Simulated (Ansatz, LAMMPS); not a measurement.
Ge well of 8 atomic layers along [001] in random Si0.2Ge0.8, interfaces graded over 4 layers. Cell 17.11 × 17.11 × 45.88 Å, Si79Ge497, 576 atoms. Prepared with Tersoff's 1989 multicomponent potential (SiCGe.tersoff) in LAMMPS: minimisation. 

Basis: localised support functions (accuracy medium) on a full density matrix. k-points: zone centre alone; occupations: Fermi-Dirac, 0.010 eV; spin polarisation not allowed. Scalar-relativistic, no spin-orbit coupling.

Task: Predict the gap and bonding from PBE, support functions at accuracy medium on the grid of 370 eV (Ansatz, a first-principles code).

Result: 
- electronic character of the cell: no gap resolved at this smearing
- coordination (neighbours within 2.957 Å): 100.0 % 4-fold
- Ge-Ge bonds, mean ± spread: 2.487 ± 0.005 Å
- Ge-Si bonds, mean ± spread: 2.439 ± 0.006 Å
- Si-Si bonds, mean ± spread: 2.396 ± 0.007 Å
- bond angles, mean ± spread: 109.5° ± 0.9°
- pressure: 0.08 GPa
